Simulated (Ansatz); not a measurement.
Take MgS in the rock salt structure (space group Fm-3m, No. 225; a = 5.129 Å) as the base.

All numbers come from plane-wave PAW DFT at the LDA level (Ansatz, a program for electronic structure, 420 eV), no spin-orbit coupling.

One change was made to it. Results:

The width of the top valence band grows by 0.03 eV, from 2.54 eV to 2.57 eV; the volume per atom falls by 0.18 Å³ (16.87 Å³ → 16.69 Å³); the smallest direct gap grows by 0.088 eV, from 3.83 eV to 3.91 eV; the electron mass goes from 0.53 mₑ along k, 0.28 mₑ across (at X) to 0.53 mₑ along k, 0.29 mₑ across (at X).

Task: What was done to the base?
(A) pressure 0.9 GPa
(B) pressure 22.5 GPa
(C) pressure 2.1 GPa
(D) pressure 4.5 GPa

Result: A, pressure 0.9 GPa. For comparison, the smallest direct gap in the other runs: pressure 4.5 GPa gives 4.24 eV; pressure 22.5 GPa gives 5.29 eV; pressure 2.1 GPa gives 4.03 eV.

Load acts through the strain it causes; cell and atoms are relaxed under it. Masses are band curvatures over ±0.01 Å⁻¹ around the edge. Along k means along the line from Γ to the band edge. Whether these cells are dynamically stable was not tested. No other phases were tried under pressure.
